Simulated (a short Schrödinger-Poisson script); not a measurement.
# MOS inversion layer, Al2O3 on p-type Si(110)

Structure: MOS inversion layer, Al2O3 on p-type Si(110), at 300 K.

```csv
layer,material,thickness (nm),Na (cm⁻³)
1,Al2O3,2.4,-
2,Si,1100,4e16
```

The device is made up for the run: typed textbook-type constants, with dimensions and the other settings drawn at random. Al2O3: permittivity 9, conduction-band edge (eV) 2.7, gap (eV) 6.8, electron mass (mₑ) 0.3. Si: permittivity 11.7, conduction-band edge (eV) 0, gap (eV) 1.124, Nv at 300 K (cm⁻³) 3.1e19.

Channel valleys (confinement mass, in-plane density-of-states mass, number): Δ4 0.315, 0.324, 4; Δ2 0.19, 0.417, 2. At the gate the conduction-band edge of layer 1 lies 2.74 eV − eVg above the Fermi level of the channel; the field vanishes at the back. Gaps are held at their typed values at every temperature. Mesh 0.03 nm at interfaces.

From a short Schrödinger-Poisson script (our own, NumPy): 1D Poisson equation in equilibrium, electrons quantum, Hartree (BenDaniel-Duke, 12 states a valley, the channel's in-plane mass for all, wave functions ending at the dielectric), parabolic valleys, classical holes, full ionisation, no traps, pinning or gate leakage.

| Vg (V) | electrons (cm⁻²) | C (μF/cm²) | Δ4 E0 (meV) | Δ4 E1 (meV) | Δ2 E0 (meV) | Δ2 E1 (meV) |
|---|---|---|---|---|---|---|
| -0.2 | 1.25e8 | 0.0702 | 317.8 | 354.2 | 326.8 | 369.6 |
| -0.15 | 7.79e8 | 0.0715 | 270.1 | 307.5 | 279.3 | 323.3 |
| -0.1 | 4.82e9 | 0.0920 | 222.6 | 260.9 | 232.1 | 277.2 |
| -0.05 | 2.79e10 | 0.208 | 176.7 | 216.1 | 186.5 | 232.8 |
| 0 | 1.26e11 | 0.561 | 137.2 | 178.4 | 147.5 | 195.6 |
| 0.05 | 3.60e11 | 0.994 | 108.9 | 153.1 | 120.3 | 171.0 |
| 0.1 | 7.16e11 | 1.30 | 89.8 | 137.8 | 102.6 | 156.4 |
| 0.15 | 1.15e12 | 1.51 | 76.2 | 128.1 | 90.6 | 147.5 |
| 0.2 | 1.65e12 | 1.66 | 65.8 | 121.6 | 81.7 | 141.6 |
| 0.25 | 2.18e12 | 1.77 | 57.4 | 116.9 | 74.9 | 137.5 |
| 0.3 | 2.75e12 | 1.85 | 50.4 | 113.5 | 69.4 | 134.5 |
| 0.35 | 3.34e12 | 1.92 | 44.4 | 110.9 | 64.8 | 132.3 |
| 0.4 | 3.95e12 | 1.98 | 39.1 | 108.8 | 61.0 | 130.6 |
| 0.45 | 4.57e12 | 2.03 | 34.3 | 107.2 | 57.7 | 129.3 |
| 0.5 | 5.21e12 | 2.08 | 30.0 | 105.9 | 54.8 | 128.2 |
| 0.55 | 5.87e12 | 2.11 | 26.1 | 104.8 | 52.2 | 127.4 |
| 0.6 | 6.53e12 | 2.15 | 22.4 | 104.0 | 49.9 | 126.7 |
| 0.65 | 7.21e12 | 2.18 | 19.0 | 103.2 | 47.8 | 126.2 |
| 0.7 | 7.89e12 | 2.20 | 15.8 | 102.6 | 45.9 | 125.7 |
| 0.75 | 8.58e12 | 2.23 | 12.8 | 102.1 | 44.1 | 125.4 |
| 0.8 | 9.28e12 | 2.25 | 10.0 | 101.7 | 42.5 | 125.1 |

Subbands count from the Fermi level.
